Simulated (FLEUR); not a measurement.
Input and output of a self-consistent single point for V (Im-3m, 1 atom in the cell) (FLEUR).

Computed with PBE, all-electron FLAPW (FLEUR), scalar-relativistic valence.

The change in words: lattice scaled by 0.98. Reference geometry:
```
CELL_PARAMETERS angstrom
     -1.52818     1.52818     1.52818
      1.52818    -1.52818     1.52818
      1.52818     1.52818    -1.52818
ATOMIC_POSITIONS crystal
  V  0.00000 0.00000 0.00000
```

Reference input (self-consistent single point, DFT, PBE, all-electron FLAPW (FLEUR), scalar-relativistic valence): Kmax = 4.4 1/bohr; GmaxXC = 13.2 1/bohr; xcFunctional = pbe; jspins = 1; l_soc = F; mode = gauss; fermiSmearingEnergy = 0.00499791 Htr; mesh (inpgen div1-3) = 20 20 20; inpgen gamma flag = true; Gmax = 13.2 1/bohr; numbands = 0; maxIterBroyd = 40. This run's input differs from it in these lines:

```diff
@@ -3,5 +3,5 @@
 &input film=f /
--2.8878454486 2.8878454486 2.8878454486
-2.8878454486 -2.8878454486 2.8878454486
-2.8878454486 2.8878454486 -2.8878454486
+-2.8300878593 2.8300878593 2.8300878593
+2.8300878593 -2.8300878593 2.8300878593
+2.8300878593 2.8300878593 -2.8300878593
 1.0
@@ -42,5 +42,5 @@
          <bravaisMatrix>
-            <row-1>   -2.8878454485999998     2.8878454485999998     2.8878454485999998</row-1>
-            <row-2>    2.8878454485999998    -2.8878454485999998     2.8878454485999998</row-2>
-            <row-3>    2.8878454485999998     2.8878454485999998    -2.8878454485999998</row-3>
+            <row-1>   -2.8300878592999998     2.8300878592999998     2.8300878592999998</row-1>
+            <row-2>    2.8300878592999998    -2.8300878592999998     2.8300878592999998</row-2>
+            <row-3>    2.8300878592999998     2.8300878592999998    -2.8300878592999998</row-3>
          </bravaisMatrix>
```

Log, with long lists cut:

```
 Iteration:     1   Distance:      12.89097305 me/bohr^3
 Iteration:     2   Distance:      11.25510352 me/bohr^3
 Iteration:     3   Distance:       4.15582610 me/bohr^3
 Iteration:     4   Distance:       2.86922106 me/bohr^3
 Iteration:     5   Distance:       0.49967170 me/bohr^3
   [... 3 lines left out ...]
 Iteration:     9   Distance:       0.00208519 me/bohr^3
 Iteration:    10   Distance:       0.00004020 me/bohr^3
 Iteration:    11   Distance:       0.00005574 me/bohr^3
 Iteration:    12   Distance:       0.00000330 me/bohr^3
 Run finished successfully
 Stop message:
   Structural relaxation: Done

[file out, last iteration]
             iter=     13
[...]
          total density-effective poten   -1.5100330778E+03
          total charge density-energy d   -4.5438676731E+01
 Updated energy parameters for spin:           1
[...]
 fermi energy and band-weighting factors:
    0.506323    0.506323    1.172357

[...]
FERMIE:
          first approx. to ef    (T=0)  :   0.416516 htr   (energy of the highest occ. eigenvalue)
          number of occ. states  (T=0)  :       1642
          first approx. to seigv (T=0)  :  -7.785462 htr
          sum of weights of occ. states :   6.502125
          sum of semicore charge        :   0.000000 e
          fermi energy=   0.41693 har   work function= -11.34532 ev
          number of valence electrons=  13.00000
   [... lines left out ...]
          total moment                 =     0.00000
 Direct bandgap for spin            1 :    2.8773938287827705E-003  Htr
   [... lines left out ...]
 ---->    (input%tkb*entropy) TS=              0.0000000000 htr
 ---->    free energy=                      -949.3234214177 htr
      extrapolation for T->0
 ---->    total electron energy=            -949.3234214177 htr
 ***** TOTAL FORCES ON ATOMS *****
 TOTAL FORCE FOR ATOM TYPE=  1  X=  0.000   Y=  0.000   Z=  0.000
                       FX_TOT= 0.000000 FY_TOT= 0.000000 FZ_TOT= 0.000000
 Structural relaxation: Done
```

The run converged in 12 iterations. FLEUR gives forces in its relaxation mode, with a further iteration, so its stop message speaks of a relaxation. Against the reference run the total energy goes down by 22.7 meV/atom.

The starting cell comes from a database of computed structures (which also holds hypothetical and non-ambient phases and stackings), without a prior relaxation at this level. Its lattice was rescaled by a random factor within 2.5 % of one. For this run, on top of that: lattice scaled by 0.98. Spin polarisation is off. Values depend on the basis (sphere radii, cutoffs, local orbitals), which need not be converged. The log's line on a gap gives a spacing of levels on this mesh, which the program prints for metals too.

Cost on one core of a shared machine: roughly 2 min.
